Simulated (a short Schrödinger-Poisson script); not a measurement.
Stack: MOS inversion layer, SiO2 on p-type Si(111), at 300 K.

```
layer  material  thickness (nm)  Na (cm⁻³)
-----  --------  --------------  ---------
1          SiO2             3.6          -
2            Si            1600     6.8e16
```

Constants are typed, rounded textbook-type inputs, not results; the design itself was drawn at random and stands for no fabricated device. SiO2: permittivity 3.9, conduction-band edge (eV) 3.15, gap (eV) 9, electron mass (mₑ) 0.5. Si: permittivity 11.7, conduction-band edge (eV) 0, gap (eV) 1.124, Nv at 300 K (cm⁻³) 3.1e19.

Channel valleys (confinement mass, in-plane density-of-states mass, number): Δ6 0.258, 0.358, 6. At the gate the conduction-band edge of layer 1 lies 3.6 eV − eVg above the Fermi level of the channel; the field vanishes at the back. Gaps are held at their typed values at every temperature. Mesh 0.03 nm at interfaces.

From a short Schrödinger-Poisson script (our own, NumPy): 1D Poisson equation in equilibrium, electrons quantum, Hartree (BenDaniel-Duke, 12 states a valley, the channel's in-plane mass for all, wave functions free to enter the dielectric), parabolic valleys, classical holes, full ionisation, no traps, pinning or gate leakage.

The same stack at other levels of the model or other numerical settings:

| run | sheet density of all electrons at Vg = 2.85 V (cm⁻²) | sheet density of all electrons at Vg = 1.05 V (cm⁻²) | capacitance at Vg = 2.85 V (μF/cm²) | centroid of the channel electrons at Vg = 2.85 V (nm) | rough cost against the base |
|---|---|---|---|---|---|
| base | 1.17e13 | 2.27e12 | 0.871 | 1.73 | about 1 |
| electrons treated as classical, Boltzmann | 1.30e13 | 2.66e12 | (withheld) | 0.57 | 0.03 |
| electrons treated as classical, Fermi-Dirac | (withheld) | 2.63e12 | 0.909 | 0.79 | 0.2 |
| mesh six times as coarse | 1.17e13 | 2.26e12 | 0.869 | (withheld) | 0.2 |
| one subband a valley | 1.17e13 | 2.26e12 | 0.871 | 1.65 | 0.6 |

### Question
Some entries are withheld; supply them.

### Answer

- mesh six times as coarse, centroid of the channel electrons at Vg = 2.85 V (nm): 1.76
- electrons treated as classical, Fermi-Dirac, sheet density of all electrons at Vg = 2.85 V (cm⁻²): 1.27e13
- electrons treated as classical, Boltzmann, capacitance at Vg = 2.85 V (μF/cm²): 0.937

The classical rows ignore confinement, and Boltzmann statistics overrate the density once the band edge passes the Fermi level.
